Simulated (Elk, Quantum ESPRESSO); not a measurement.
An Elk input for a self-consistent single point of MgAl (P-6m2, 2 atoms in the cell) (DFT, LDA (PW92), all-electron FP-LAPW, Elk's shipped species files, APW+lo basis with extra local orbitals):

```
tasks
  0

rgkmax
  7.5

gmaxvr
  14.0

nxlo
  2

lorbcnd
  .true.

lmaxi
  3

stype
  0

swidth
  0.00367493

maxscl
  100

scale
  5.544385993

avec
    1.0000000000    0.0000001077    0.0000000000
   -0.5000000932    0.8660253500    0.0000000000
    0.0000000000    0.0000000000    1.6204875317

sppath
  './'

atoms
  2
  'Mg.in'
  1
  0.0000000000  0.0000000000  0.5000000000    0.0 0.0 0.0
  'Al.in'
  1
  0.3333333333  0.6666666667  0.0000000000    0.0 0.0 0.0

ngridk
  10 10 6
```

**Question.** Translate this input to Quantum ESPRESSO.

**Answer.** One input that does it (others would too):

```fortran
&CONTROL
 calculation = 'scf'
 prefix = 'mgal'
 outdir = './work'
 pseudo_dir = './'
 tprnfor = .true.
 tstress = .true.
/
&SYSTEM
 ibrav = 4
 celldm(1) = 5.5443859933
 celldm(3) = 1.620487531741
 nat = 2
 ntyp = 2
 ecutwfc = 85
 occupations = 'smearing'
 smearing = 'gaussian'
 degauss = 0.0073499
/
&ELECTRONS
 conv_thr = 1.0d-9
 mixing_beta = 0.7
/
ATOMIC_SPECIES
Mg    24.3050  Mg.upf
Al    26.9815  Al.upf
ATOMIC_POSITIONS {angstrom}
Mg    0.0000000000    0.0000000000    2.3772250000
Al    0.0000000000    1.6939241639    0.0000000000
K_POINTS {automatic}
10 10 6  0 0 0
```

Basis settings and potentials, where a program has them, do not carry over. This input uses DFT, LDA (PW92), plane waves, PseudoDojo standard norm-conserving (LDA) pseudopotentials. LDA parametrisations can differ slightly between programs.

The starting cell comes from a database of computed structures (which also holds hypothetical and non-ambient phases and stackings), without a prior relaxation at this level. For this run, on top of that: lattice scaled by 0.98.
